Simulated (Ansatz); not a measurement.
System: Ca(OH)2 (P-3m1, No. 164). Method: LDA in Ansatz (PAW).

Settings: plane-wave cutoff 520 eV, 12×12×8 k mesh (along the axes of the cell as run), Fermi–Dirac smearing 0.01 eV, scalar-relativistic PAW data made under PBE.

Properties against volume:

Shape and atoms are relaxed at each volume.

```csv
V (Å³/atom),P (GPa),direct gap at Γ (eV),c (Å),a (Å)
9.397,2.31,4.538,4.522,3.464
9.593,1.06,4.441,4.569,3.482
9.788,0.00,4.348,4.618,3.498
9.984,-0.92,4.259,4.670,3.513
10.180,-1.68,4.174,4.723,3.528
```

A straight line through the gaps at Γ against ln V gives a volume deformation potential dE_g(Γ)/d ln V of -4.5 eV: the gap at Γ widens under compression.

Note: the relaxation could not lower the start's symmetry, so the cell can be a saddle point above a distorted one; the volume lies 11 % below that of the published cell; the bulk modulus comes from volumes at which shape and atoms were relaxed.

Ansatz is a first-principles code.
